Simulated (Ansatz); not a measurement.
NbAs (I4₁md, No. 109, 4 atoms in the cell; start mp-2059), treated with PBE (Ansatz, a program for electronic structure, PAW).

Settings: plane-wave cutoff 520 eV, 22×22×22 k mesh, Fermi–Dirac smearing 0.05 eV, no spin polarisation, scalar-relativistic PAW data made under PBE.

Cell (relaxed at this level):

Space group I4₁md (No. 109); a = b = 3.4734 Å, c = 11.7472 Å, α = β = γ = 90.00°

```tsv
atom	site	symmetry	x	y	z
Nb	4a	2mm.	0.0000	0.0000	0.2494
As	4a	2mm.	0.0000	0.0000	0.6676
```
(The calculation used a cell of 4 atoms; values per cell refer to that cell.)

Task: Give the computed bulk modulus B0.

Result: 
- bulk modulus B0: 160 GPa

Note: the run has no spin polarisation, so it can have missed a magnetic state; the bulk modulus is −V dP/dV from two relaxed cells at ±2 % in volume; the relaxation could not lower the start's symmetry, so the cell can be a saddle point above a distorted one.

Static lattice: no zero-point or thermal effects.

The result took around 11 core-minutes (rough).

A start named mp-… is a Materials Project structure, which need not be a measured phase.
